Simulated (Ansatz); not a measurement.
**MoGe2 (Pnma, No. 62, 12 atoms in the cell; start mp-13688)**

Computed with r²SCAN+rVV10 (Ansatz, an electronic-structure program, plane waves, PAW).

Run with plane-wave cutoff 500 eV, 6×12×6 k mesh (along the axes of the cell as run), Fermi–Dirac smearing 0.05 eV, no spin polarisation, scalar-relativistic PAW data made under PBE.

Cell (relaxed at this level):

```
CELL_PARAMETERS angstrom
      6.33275     0.00000     0.00000
      0.00000     3.44992     0.00000
      0.00000     0.00000     8.55703
ATOMIC_POSITIONS crystal
  Ge 0.93663 0.25000 0.36867
  Ge 0.06337 0.75000 0.63133
  Ge 0.56337 0.75000 0.86867
  Ge 0.43663 0.25000 0.13133
  Ge 0.63520 0.75000 0.45960
  Ge 0.36480 0.25000 0.54040
  Ge 0.86480 0.25000 0.95960
  Ge 0.13520 0.75000 0.04040
  Mo 0.25019 0.25000 0.82889
  Mo 0.74981 0.75000 0.17111
  Mo 0.24981 0.75000 0.32889
  Mo 0.75019 0.25000 0.67111
```

```yaml
band_gap: zero (no gap)
```

Note: the relaxation could not lower the start's symmetry, so the cell can be a saddle point above a distorted one.

Spin–orbit coupling is not included.

A start named mp-… is a Materials Project structure, which need not be a measured phase.
